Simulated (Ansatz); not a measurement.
The reference is TiC in the rock salt structure (space group Fm-3m, No. 225; a = 4.2934 Å; relaxed with 0.1 eV smearing). Axes: x, y, z lie along the cube axes.

Level of theory: Ansatz (an electronic-structure program) PBEsol, scalar-relativistic without spin-orbit coupling.

Strains are applied to the cell and any free atomic positions relax.

One change was made to it. Results:

The energy grows by 1.6 meV/atom; the pressure (mean of the normal stresses, compression positive) goes from zero to -2.6 GPa.

**Question.** Which change produced these results?
(A) uniaxial strain ε_zz = +1.00 %
(B) uniaxial strain ε_zz = −2.00 %
(C) uniaxial strain ε_zz = −0.50 %
(D) uniaxial strain ε_zz = +2.50 %
(E) uniaxial strain ε_zz = +1.50 %

**Answer.** A, uniaxial strain ε_zz = +1.00 %. For comparison, the energy relative to the base in the other runs: uniaxial strain ε_zz = +2.50 % gives +9.8 meV/atom; uniaxial strain ε_zz = −2.00 % gives +7.4 meV/atom; uniaxial strain ε_zz = +1.50 % gives +3.6 meV/atom; uniaxial strain ε_zz = −0.50 % gives +0.4 meV/atom.

Stability against distortions was not tested. All final runs are without spin polarisation.
